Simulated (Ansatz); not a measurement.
Consider MoS2 in the 2H-MoS2 type structure (space group P6_3/mmc, No. 194; a = 3.1090 Å, c = 11.7088 Å; layered, stacked along the Cartesian z axis).

Computed with plane-wave PAW DFT at the PBEsol-D3(BJ) level (Ansatz, a quantum-chemistry and plane-wave program, 420 eV), no spin-orbit coupling.

Now apply this change: Se takes the place of S on all its sites, then cell and atoms are relaxed.

Measured band gap: MoS2 1.23 eV (room temperature; as listed in Carlos M. O. Bastos et al., Physical Review Materials (2019)); MoSe2 1.09 eV (room temperature; as listed in Carlos M. O. Bastos et al., Physical Review Materials (2019)).

Measured lattice parameter a: MoS2 3.16 Å (room temperature; as listed in arXiv:1605.07067); MoSe2 3.289 Å (room temperature; as listed in arXiv:1605.07067).

**Question.** How well does PBEsol-D3(BJ) reproduce the measured shift?

**Answer.** With PBEsol-D3(BJ) the band gap moves by +0.02 eV (0.52 → 0.54) against -0.14 eV measured; the lattice parameter a moves by +0.119 Å (3.109 → 3.228) against +0.129 Å measured.

Whether these cells are dynamically stable was not tested.
